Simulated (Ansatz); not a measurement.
The parent structure is LiF in the zinc blende structure (space group F-43m, No. 216; a = 4.364 Å; a hypothetical phase, not in the database extracts checked). Axes: x, y, z lie along the cube axes.

Method: DFT with PBE, PAW potentials and a 420 eV plane-wave cutoff in Ansatz (a quantum-chemistry and plane-wave program), no spin-orbit coupling.

A first run, uniaxial strain ε_yy = +0.62 %, gives secant values C11 ≈ 65 GPa and C12 ≈ 44 GPa from its stress. A second run applies biaxial strain −1.62 %, plane normal [001], relaxed out of plane.

### Question
What does linear elasticity predict for −ε⊥/ε∥ in the second run, and what does the run give?

### Answer
Linear elasticity: 2 C12/C11 = 1.35. The run gives 1.33; any difference comes from nonlinear terms at these strains and numerical noise.

No phonon test of stability was made.
